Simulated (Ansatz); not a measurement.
Structures of equal composition on the (100) surface of rock-salt TiC: a layer of Al, one atom over each C; a layer of Al, one atom over each Ti. The slabs share one bottom face, and each structure is named by its start. These are constructed structures in small cells; real faces may alloy, dewet or reconstruct in larger ones, and not all known structures of the face are among them. Slabs of about 13 Å, Fermi-Dirac smearing of 0.1 eV. Bottom of the slabs: a bare face, its two planes held. Relaxed from the named starts with such symmetry as they have, on meshes of like density; energies extrapolated to zero smearing; spin only where a row says so; no spin-orbit coupling, no U. Brackets mark spin-polarised runs, whose order is one that fits the cell.

Method: PBE (plane waves to 420 eV, PAW; Ansatz, a first-principles code).

Q: Put the candidates in order of energy per 1x1 cell, lowest first, for PBE.

A: a layer of Al, one atom over each C (0.000 eV), a layer of Al, one atom over each Ti (1.331 eV)
